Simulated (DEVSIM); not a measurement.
Structure: Schottky contact on n-type GaAs, at 300 K.

```csv
layer (left to right),material,thickness (μm),Nd (cm⁻³),τn (s),τp (s)
1,GaAs,17.0,1e16,4.1e-9,4.1e-9
```

Left contact: Schottky, work function 4.68 eV, emission velocity 2.1e6 cm/s. Right contact: ohmic. Voltage is applied to the left contact. Recombination: SRH at mid-gap, Auger. Mobility is constant in doping.

The device is made up for the run: typed textbook-type constants, with dimensions and the other settings drawn at random. Values at 300 K; Nc and Nv go as T^1.5, mobilities as T to minus their exponent, the gap by Varshni's rule with the affinity fixed.

```tsv
parameter	GaAs
gap (eV)	1.424
affinity (eV)	4.07
permittivity	12.9
Nc (cm⁻³)	4.7e17
Nv (cm⁻³)	9e18
μn (cm²/Vs)	8500
μp (cm²/Vs)	400
T exponent of μn	2.1
T exponent of μp	2.2
Cn (cm⁶/s)	1e-30
Cp (cm⁶/s)	1e-30
Varshni α (eV/K)	0.000541
Varshni β (K)	204
```

Simulated with DEVSIM: 1D drift-diffusion, Boltzmann statistics, complete ionisation; no tunnelling, impact ionisation, image-force lowering or self-heating. Metal contacts follow the ideal Schottky-Mott rule: no Fermi-level pinning, no interface dipoles.

The temperature was swept, all else fixed.

```json
[
 {"temperature (K)": "250", "dark forward voltage at 1 A/cm² (V)": "0.358", "largest field in the device at zero bias (V/cm)": "38000", "potential step across the device at zero bias (V)": "0.533", "dark forward voltage at 100 A/cm² (V)": "0.469"},
 {"temperature (K)": "300", "dark forward voltage at 1 A/cm² (V)": "0.301", "largest field in the device at zero bias (V/cm)": "37000", "potential step across the device at zero bias (V)": "0.510", "dark forward voltage at 100 A/cm² (V)": "0.435"},
 {"temperature (K)": "350", "dark forward voltage at 1 A/cm² (V)": "0.243", "largest field in the device at zero bias (V/cm)": "36000", "potential step across the device at zero bias (V)": "0.487", "dark forward voltage at 100 A/cm² (V)": "0.399"},
 {"temperature (K)": "400", "dark forward voltage at 1 A/cm² (V)": "0.184", "largest field in the device at zero bias (V/cm)": "35000", "potential step across the device at zero bias (V)": "0.462", "dark forward voltage at 100 A/cm² (V)": "0.367"},
 {"temperature (K)": "450", "dark forward voltage at 1 A/cm² (V)": "0.125", "largest field in the device at zero bias (V/cm)": "33000", "potential step across the device at zero bias (V)": "0.437", "dark forward voltage at 100 A/cm² (V)": "0.333"},
 {"temperature (K)": "500", "dark forward voltage at 1 A/cm² (V)": "0.074", "largest field in the device at zero bias (V/cm)": "32000", "potential step across the device at zero bias (V)": "0.411", "dark forward voltage at 100 A/cm² (V)": "0.298"}
]
```

From the first row to the last the dark forward voltage at 1 A/cm² goes from 0.358 to 0.074. From the first row to the last the largest field in the device at zero bias goes from 38000 to 32000.
